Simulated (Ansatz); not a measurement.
Pressure series in ZnS

The parent structure is ZnS in the zinc blende structure (space group F-43m, No. 216; a = 5.357 Å).

Cell and atoms are relaxed at each pressure.

The values are results of PBEsol/PAW in Ansatz (a first-principles code), no SOC, not measurements.

| pressure (GPa) | volume per atom (Å³/atom) |
|---|---|
| -1 | 19.460 |
| 0 | 19.213 |
| 1.8 | 18.798 |
| 4.2 | 18.314 |
| 9 | 17.509 |
| 18 | 16.374 |
| 30 | ? |
| 45 | 14.292 |
| 60 | 13.540 |

Question: Fit the third-order Birch–Murnaghan form P(V) = (3B₀/2)[(V₀/V)^(7/3) − (V₀/V)^(5/3)]·[1 + (3/4)(B₀′ − 4)((V₀/V)^(2/3) − 1)] (squares taken in P) to the rows shown and predict the withheld row.

Answer: Least squares on the printed values gives V₀ = 19.209 Å³/atom, B₀ = 79.4 GPa, B₀′ = 4.4; this predicts 15.282 Å³/atom, and the run gives 15.283 Å³/atom, in agreement.

Measured bulk modulus of ZnS: 77.1 GPa (temperature not stated; as listed in Cormac Toher et al., Physical Review Materials (2017)); the computed value is for a static lattice, so the two differ by thermal effects too.

Load acts through the strain it causes; cell and atoms are relaxed under it. Whether these cells are dynamically stable was not tested. Measured, ZnS leaves this structure (for rock salt) near 14.7 GPa (temperature not stated; as listed in Datta, Sujoy, Jana, Debnarayan, arXiv (2020)), on rising pressure, with hysteresis.
